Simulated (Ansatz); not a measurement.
The structure below was relaxed with PBEsol (Ansatz, a first-principles code), without spin-orbit coupling.

Space group Fm-3m (No. 225); a = 5.312 Å, b = 5.312 Å, c = 5.312 Å, α = 90.00°, β = 90.00°, γ = 90.00°

```json
[
 {"atom": "Co", "site": "4a", "symmetry": "m-3m", "x": "0.0000", "y": "0.0000", "z": "0.0000"},
 {"atom": "Si", "site": "8c", "symmetry": "-43m", "x": "0.2500", "y": "0.2500", "z": "0.2500"}
]
```

Question: Write out a cell with all atoms.

Answer: 
```cif
data_Co4Si8
_chemical_formula_sum 'Co4 Si8'
_space_group_name_H-M_alt 'P 1'
_space_group_IT_number 1
_cell_length_a 5.31220
_cell_length_b 5.31220
_cell_length_c 5.31220
_cell_angle_alpha 90.000
_cell_angle_beta 90.000
_cell_angle_gamma 90.000
loop_
_space_group_symop_operation_xyz
  'x, y, z'
loop_
_atom_site_label
_atom_site_type_symbol
_atom_site_fract_x
_atom_site_fract_y
_atom_site_fract_z
_atom_site_occupancy
Co1 Co 0.00000 0.00000 0.00000 1
Si1 Si 0.25000 0.75000 0.75000 1
Si2 Si 0.25000 0.25000 0.75000 1
Co2 Co 0.00000 0.50000 0.50000 1
Si3 Si 0.25000 0.25000 0.25000 1
Si4 Si 0.25000 0.75000 0.25000 1
Co3 Co 0.50000 0.00000 0.50000 1
Si5 Si 0.75000 0.75000 0.25000 1
Si6 Si 0.75000 0.25000 0.25000 1
Co4 Co 0.50000 0.50000 0.00000 1
Si7 Si 0.75000 0.25000 0.75000 1
Si8 Si 0.75000 0.75000 0.75000 1
```
This is the conventional cell.

Stability against distortions was not tested. Seeded moments were not kept for Ni → Co. All final runs are without spin polarisation. An odd electron count without spin: CoSi2. The cell was made from NiSi2 by this change: Ni → Co.
